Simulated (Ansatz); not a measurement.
The parent structure is Rb$_{2}$InAgF$_{6}$ (space group Fm-3m, No. 225; a = 8.9166 Å; a cell from a computed database, its experimental status unchecked). Axes: x, y, z lie along the cube axes.

Level of theory: Ansatz (a quantum-chemistry and plane-wave program), r2SCAN, PAW, cutoff 500 eV, no spin-orbit coupling.

A first run, uniaxial strain ε_zz = +1.18 %, gives secant values C11 ≈ 77 GPa and C12 ≈ 33 GPa from its stress. A second run applies biaxial strain +1.13 %, plane normal [001], relaxed out of plane.

**Question.** What does linear elasticity predict for −ε⊥/ε∥ in the second run, and what does the run give?

**Answer.** Linear elasticity: 2 C12/C11 = 0.86. The run gives 0.79; any difference comes from nonlinear terms at these strains and numerical noise.

No phonon test of stability was made.
